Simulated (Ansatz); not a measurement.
```yaml
crystal:
  lattice:
    - [4.95370, 0.00000, 0.00000]
    - [0.00000, 4.95370, 0.00000]
    - [0.00000, 0.00000, 4.95370]
  atoms:
    - { symbol: Mg, position: [0.00000, 0.50000, 0.50000] }
    - { symbol: Mg, position: [0.50000, 0.50000, 0.00000] }
    - { symbol: Mg, position: [0.50000, 0.00000, 0.50000] }
    - { symbol: Mg, position: [0.00000, 0.00000, 0.00000] }
    - { symbol: F, position: [0.34013, 0.15987, 0.84013] }
    - { symbol: F, position: [0.65987, 0.84013, 0.15987] }
    - { symbol: F, position: [0.15987, 0.84013, 0.34013] }
    - { symbol: F, position: [0.84013, 0.15987, 0.65987] }
    - { symbol: F, position: [0.84013, 0.34013, 0.15987] }
    - { symbol: F, position: [0.15987, 0.65987, 0.84013] }
    - { symbol: F, position: [0.65987, 0.65987, 0.65987] }
    - { symbol: F, position: [0.34013, 0.34013, 0.34013] }
```

Method: r2SCAN, rigid bands (plane waves, PAW, scalar-relativistic; Ansatz, a program for electronic structure). Condition of this run: functional r2SCAN on the same cell. Geometry: cell and atoms relaxed with PBEsol.

Q: Predict the electron conductivity mass (n e² τ/σ) at 300 K, by direction if it differs.

A: 0.52 mₑ.

Q: Predict the hole conductivity mass (n e² τ/σ) at 300 K, by direction if it differs.

A: 6.9 mₑ.

Q: And the band gap?

A: 7.95 eV at this level; semilocal functionals usually fall short of the measured gap.

Rigid bands, one relaxation time for all states, no polarons. Spin-orbit coupling is left out. Geometry: cell and atoms relaxed with PBEsol.

Computed structure with no diffraction record at hand here (it may be known, metastable or hypothetical): MgF2 (Pa-3).
